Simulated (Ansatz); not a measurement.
For RhSi2 (model structure, started from the C49 type, Cmcm, No. 63, 6 atoms in the cell), PBE (plane waves, PAW; Ansatz, a first-principles code) gives:

| Item | Value |
|---|---|
| volume per atom | 13.85 Å³/atom |
| formation enthalpy | -0.237 eV/atom |

### Question
What does PBE-D3(BJ) (Ansatz, plane waves, PAW) give for the same quantities?

### Answer

- equilibrium volume per atom: 13.32 Å³/atom (falls by 3.8 %)
- formation enthalpy: -0.334 eV/atom (moves by -0.097 eV/atom)

Changes are worked out from the printed values.

Unless a cell is named, each level is at its own relaxed cell (PBE 13.85, PBE-D3(BJ) 13.32 Å³/atom).

Ansatz's density-functional and Hartree–Fock values are scalar-relativistic unless marked +SOC, with PAW data made under PBE.

A model structure was made by putting elements into a prototype or built by hand; it is no filed structure, need not be a known phase, and can be a saddle point held by its symmetry.
